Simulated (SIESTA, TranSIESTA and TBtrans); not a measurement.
## Pd chain with one bond stretched by 1.0 Å

System: Pd chain with one bond stretched by 1.0 Å. Leads: straight Pd chain, spacing 2.5 Å. Geometry: as built, not relaxed.

Method: TranSIESTA and TBtrans, PBE, DZP numerical orbitals (energy shift 0.15 eV), PseudoDojo norm-conserving scalar-relativistic potentials, mesh cutoff 200 Ry, 300 K, spin-polarised (collinear), no spin-orbit coupling; self-consistent non-equilibrium Green functions.

```
Quantity                                                       Value
-------------------------------------------------------------  -----
Conductance at 300 K (G0 = 2e²/h)                               0.94
Thermopower (μV/K)                                              -6.1
Mean T from −0.5 to 0.5 eV                                      0.91
Spin polarisation of the conductance, (up − down)/(up + down)  -0.32
```

Energies count from the leads' Fermi level. Transmissions are for each spin. The energy step is 0.01 eV; narrower resonances are cut or missed.

| E (eV) | T up | T down | lead channels up | down |
|---|---|---|---|---|
| -1.95 | 0.20 | 0.17 | 3 | 3 |
| -1.80 | 0.23 | 0.19 | 3 | 3 |
| -1.65 | 0.25 | 0.21 | 3 | 3 |
| -1.50 | 0.27 | 0.24 | 3 | 3 |
| -1.35 | 0.31 | 0.27 | 3 | 3 |
| -1.20 | 0.36 | 0.29 | 3 | 3 |
| -1.05 | 0.44 | 0.32 | band edge | 3 |
| -0.90 | 0.59 | 0.34 | band edge | 3 |
| -0.75 | 0.87 | 0.37 | band edge | 3 |
| -0.60 | 1.34 | 0.42 | band edge | band edge |
| -0.45 | 1.40 | 0.53 | 4 | band edge |
| -0.30 | 0.96 | 0.77 | 4 | band edge |
| -0.15 | 0.60 | 0.99 | band edge | 4 |
| 0.00 | 0.64 | 1.24 | 1 | 4 |
| 0.15 | 0.69 | 1.32 | 1 | 4 |
| 0.30 | 0.72 | 1.08 | 1 | 4 |
| 0.45 | 0.75 | 0.79 | 1 | band edge |
| 0.60 | 0.78 | 0.77 | 1 | 1 |
| 0.75 | 0.80 | 0.79 | 1 | 1 |
| 0.90 | 0.83 | 0.81 | 1 | 1 |
| 1.05 | 0.85 | 0.82 | 1 | 1 |
| 1.20 | 0.87 | 0.84 | 1 | 1 |
| 1.35 | 0.89 | 0.85 | 1 | 1 |
| 1.50 | 0.91 | 0.87 | 1 | 1 |
| 1.65 | 0.92 | 0.88 | 1 | 1 |
| 1.80 | 0.94 | 0.90 | 1 | 1 |
| 1.95 | 0.95 | 0.92 | 1 | 1 |

The magnetic order of the leads was set by the start, and no other order was tried; the separate lead runs end at 0.76 (left) and 0.76 (right) μB an atom. The straight chain is held at its spacing; free chains may zigzag or dimerise.
